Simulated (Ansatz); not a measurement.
Output of an Ansatz run (abridged):

```
WARN ansatz: RAYON_NUM_THREADS=1 ignored (pool sized by the plan → 1); use --threads N
Pseudopotentials: kind: paw
Pseudopotential: Lu, paw, valence charge 25
Pseudopotential: B, paw, valence charge 3
Pseudopotential: Rh, paw, valence charge 17
Crystal: 5 atoms, lattice volume = 71.899 Å³
Basis set: ecut = 420 eV, 1365 PW (Γ)
Bands: 48, of which v1, the nominal top of the filled ones, is band 40 counted from 1 (39 counted from 0)
Symmetry: 48 space group operations
Space group: Pm-3m (ITA 221), of the structure as read, at distance tolerance 4.2e-5 Å
k-points: 35 of 512
PAW frozen core: Lu, regenerated for the run's functional, and the local potential with it
PAW frozen core: B, regenerated for the run's functional, and the local potential with it
PAW frozen core: Rh, regenerated for the run's functional, and the local potential with it
Initial density: superposition of atomic densities (neutral atoms: chi_scale 0, normalization atom), corrected by the library's trained network
Initial wavefunctions: pseudopotential atomic-orbital guess
Eigensolver: davidson
Functional: x = slater, c = lda
SCF iter   1: F=—  HF=-33482.621426 eV  |F-HF|=—  |Δ(HF+E_count)|=         —  Δρ=8.16e-3  dr2=4.20e-2  ethr=1.77e-3  ⟨swp⟩=6.4  Hψ=7135  notcnv=0
all-band conjugate gradients solve this SCF's bands
preconditioner: auto → Kerker (q_TF=auto, 2.771 Å⁻¹)
SCF iter   2: F=—  HF=-33482.612251 eV  |F-HF|=—  |Δ(HF+E_count)|=   9.17e-3  Δρ=4.33e-3  dr2=1.18e-2  ethr=5.32e-5  ⟨swp⟩=2.0  Hψ=3388  notcnv=0  defer=2
SCF iter   3: F=—  HF=-33482.611739 eV  |F-HF|=—  |Δ(HF+E_count)|=   5.11e-4  Δρ=1.54e-3  dr2=2.39e-3  ethr=1.50e-5  ⟨swp⟩=2.1  Hψ=2797  notcnv=0  defer=2
SCF iter   4: F=—  HF=-33482.610079 eV  |F-HF|=—  |Δ(HF+E_count)|=   1.66e-3  Δρ=8.07e-4  dr2=7.22e-4  ethr=3.03e-6  ⟨swp⟩=3.0  Hψ=3074  notcnv=0  defer=2
SCF iter   5: F=—  HF=-33482.609860 eV  |F-HF|=—  |Δ(HF+E_count)|=   2.19e-4  Δρ=3.24e-4  dr2=7.38e-5  ethr=9.14e-7  ⟨swp⟩=2.2  Hψ=3164  notcnv=0  defer=4
SCF iter   6: F=—  HF=-33482.609842 eV  |F-HF|=—  |Δ(HF+E_count)|=   1.88e-5  Δρ=1.40e-4  dr2=1.18e-5  ethr=9.34e-8  ⟨swp⟩=2.1  Hψ=2964  notcnv=0  defer=4
SCF iter   7: F=—  HF=-33482.609838 eV  |F-HF|=—  |Δ(HF+E_count)|=   4.07e-6  Δρ=2.09e-5  dr2=2.47e-7  ethr=1.50e-8  ⟨swp⟩=2.2  Hψ=3097  notcnv=0  defer=4
SCF iter   8: F=-33482.609837 eV  HF=-33482.609837 eV  |F-HF|=1.93e-8  |Δ(HF+E_count)|=   2.24e-7  Δρ=6.86e-6  dr2=2.36e-8  ethr=1.27e-10  ⟨swp⟩=12.1  Hψ=10679  notcnv=0
SCF 1 converged in 8 iterations: F = -33482.609837 eV  dr2 = 2.36e-8
SCF converged after 8 iterations
Free energy (F): -33482.609837 eV
Harris-Foulkes:  -33482.609837 eV  (|F-HF|=1.93e-8)
Internal energy: -33482.590175 eV  (E = F + TS)
E sigma→0 (E₀):  -33482.600006 eV
Entropy (-TS):   -0.019663 eV (-3.933 meV/atom)
Fermi energy:    18.633607 eV
--- Per-component energies (eV) ---
  E_band       = -245.003598
  E_kinetic    = 2193.484309
  E_local      = -11285.817013  (includes V_loc(G=0)·N_el)
  E_nonlocal   = 1684.085956
  E_hartree    = 4390.434924
  E_xc         = -912.031586
  E_vxc        = -1132.816535  (∫ρ·V_xc dr)
  E_paw        = -17603.007830  (= ΣΔE_a)
  E_vpaw       = -484.798166  (= ΣTr[D̂ρ^β])
  E_aug_tail   = 0.002357  (compensation charges beyond the density's cutoff)
  E_ewald      = -11953.973206
  E_core_change = 4.231916  (= ΣΔE_core)
  E_smearing   = -0.019663  (= −TS)
  E_closure    = -0.000000  (closes the sum)
  Σ components = -33482.609837   (vs F -33482.609837, Δ=0.00e0)
--- Forces (eV/Å), atoms counted from 1 ---
  atom   1  Lu    -0.00000000     0.00000000     0.00000000
   [... zero for the other atoms too ...]
  max |Σ_I F_I| component: 1.10e-28 eV/Å
--- Stress (GPa, compression-positive) ---
      -10.372467       0.000000       0.000000
        0.000000     -10.372467       0.000000
        0.000000       0.000000     -10.372467
  P = ⅓ Tr σ = -10.3725 GPa (-103.725 kbar)
  The stress holds the Pulay correction. Without it, at fixed plane waves, as pw.x and ABINIT print it: P = -10.4870 GPa
--- Band table (eV; the first three rows and the last of 35) ---
  k-point 0: bands = ["-59.3902", "-59.3531", "-59.3531", "-36.5377", "-27.6944", "-27.6944", "-27.6944", "-27.1862", "-27.1862", "-27.1862", "-27.1773", "-27.1773", "-27.1773", "-7.2568", "-7.2568", "-7.2568", "8.5259", "12.8807", "14.2604", [...]
  k-point 1: bands = ["-59.3890", "-59.3544", "-59.3532", "-36.5377", "-27.6928", "-27.6928", "-27.6911", "-27.1895", "-27.1868", "-27.1868", "-27.1783", "-27.1783", "-27.1776", "-7.2661", "-7.2580", "-7.2580", "8.6521", "13.0252", "14.2908", [...]
  k-point 2: bands = ["-59.3855", "-59.3579", "-59.3532", "-36.5378", "-27.6888", "-27.6888", "-27.6828", "-27.1975", "-27.1889", "-27.1889", "-27.1802", "-27.1802", "-27.1783", "-7.2883", "-7.2607", "-7.2607", "9.0003", "13.4069", "14.3545", [...]
  k-point 34: bands = ["-59.3655", "-59.3655", "-59.3655", "-36.5360", "-27.8640", "-27.5719", "-27.5719", "-27.2833", "-27.2833", "-27.2833", "-27.1071", "-27.1071", "-27.1071", "-7.2880", "-7.2880", "-7.2880", "12.1277", "12.1277", "12.1277", [...]
```

The structure:

```
CELL_PARAMETERS angstrom
      4.15822     0.00000     0.00000
      0.00000     4.15822     0.00000
      0.00000     0.00000     4.15822
ATOMIC_POSITIONS crystal
  Lu 0.00000 0.00000 0.00000
  B  0.50000 0.50000 0.50000
  Rh 0.00000 0.50000 0.50000
  Rh 0.50000 0.00000 0.50000
  Rh 0.50000 0.50000 0.00000
```

### Question
What input produced this log?

### Answer
Other spellings and defaults could give the same log, and not every line can be read from it. The input that was run (DFT, LDA (PW92), plane waves, default PAW files made with PBE):

Ansatz 0.2 input:
```yaml
# LuBRh3
crystal:
  lattice:
    - [4.158218, 0.000000, 0.000000]
    - [0.000000, 4.158218, 0.000000]
    - [0.000000, 0.000000, 4.158218]
  atoms:
    - { symbol: Lu, position: [0.000000, 0.000000, 0.000000] }
    - { symbol: B, position: [0.500000, 0.500000, 0.500000] }
    - { symbol: Rh, position: [0.000000, 0.500000, 0.500000] }
    - { symbol: Rh, position: [0.500000, 0.000000, 0.500000] }
    - { symbol: Rh, position: [0.500000, 0.500000, 0.000000] }
basis:
  ecutwfc: 420.0
kpoints:
  mp_grid:
    grid: [8, 8, 8]
hamiltonian:
  xc: lda
  pseudopotentials:
    kind: paw
scf:
  occupations:
    method: gaussian
    width: 0.1
output:
  forces: true
  eigenvalues: true
  stress: true
```

The starting cell comes from a database of computed structures (which also holds hypothetical and non-ambient phases and stackings), without a prior relaxation at this level. Its lattice was rescaled by up to half a per cent. Spin-orbit coupling is off. Spin polarisation is off. With a pressure of about -10 GPa the cell is away from its equilibrium volume at this level. Ansatz's pressure includes its estimate of the finite-basis (Pulay) stress.

Ansatz is a first-principles code.
